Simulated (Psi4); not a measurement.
Psi4 1.11, TPSS/def2-svp: Hf(Cl)2(OH)(OMe) (C[O][Hf]([OH])([Cl])[Cl]), 10 atoms. The geometry is a generated start, not checked to be a minimum at this level.

```yaml
task: energy
method: tpss
basis: def2-svp
memory: 3 GB
maxiter: 100
keys_of_the_molecule_block: symmetry c1
scf_type: df (default)
guess: auto, which took SAD (default)
scf_initial_accelerator: adiis (default)
e_convergence: 1e-06 (default)
d_convergence: 1e-06 (default)
dft_radial_points: 75 (default)
dft_spherical_points: 302 (default)
effective_core_potentials: those of the basis set, past Kr
basis_functions: 130
grid_points: 214676
```

```xyz
10

Hf    -0.5259     0.9896     0.6131
Cl    -0.4196     3.1440     1.2399
Cl    -0.0060    -0.2076     2.4357
O     -2.1020     0.3634    -0.1250
H     -2.1985    -0.3320    -0.7844
O      0.8050     0.5326    -0.5758
C      1.0572    -0.8459    -0.6769
H      0.1180    -1.4255    -0.6101
H      1.5346    -1.0514    -1.6423
H      1.7372    -1.1671     0.1257
```

Charge 0 and multiplicity 1 are set for this test and not shown to be the ground state.

One run each on 2 threads. Values of diis_max_vecs tried: 3, 6, 10 (default), 20.

Task: How does the count of SCF iterations change with diis_max_vecs, and where is it least?

Result: Fewest SCF iterations, within one of each other: 6 with 11, 10 (default) with 10, 20 with 10. The count rises to 30 at 3. All converge to one solution.

| diis_max_vecs | SCF iterations | end |
|---|---|---|
| 3 | 30 | same solution |
| 6 | 11 | same solution |
| 10 (default) | 10 | same solution |
| 20 | 10 | same solution |
